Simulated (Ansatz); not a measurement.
**Response to strain in TiC**

Base system: TiC in the rock salt structure (space group Fm-3m, No. 225; a = 4.328 Å; relaxed with 0.1 eV smearing).

Strains are applied to the cell and any free atomic positions relax.

Calculations: Ansatz (a first-principles code), r2SCAN, PAW, cutoff 500 eV, spin-orbit coupling left out.

Notes on the quantities. energy relative to the base: free energy F.

| change | pressure | energy relative to the base | shortest interatomic distance |
|---|---|---|---|
| base | 0.0 GPa | 0 meV/atom | 2.164 Å |
| isotropic strain +0.50 % | -3.8 GPa | +1.8 meV/atom | 2.175 Å |
| isotropic strain +1.00 % | -7.4 GPa | +7.2 meV/atom | 2.186 Å |
| isotropic strain +1.50 % | -10.7 GPa | +16 meV/atom | 2.196 Å |
| isotropic strain +2.00 % | … | +28 meV/atom | 2.207 Å |
| isotropic strain +2.50 % | -16.8 GPa | +43 meV/atom | 2.218 Å |
| isotropic strain +3.00 % | -19.5 GPa | … | 2.229 Å |

Problem. Some entries are withheld; estimate them.

Solution. 
- isotropic strain +2.00 %, pressure: -13.8 GPa
- isotropic strain +3.00 %, energy relative to the base: +62 meV/atom

Whether these cells are dynamically stable was not tested. All final runs are without spin polarisation.
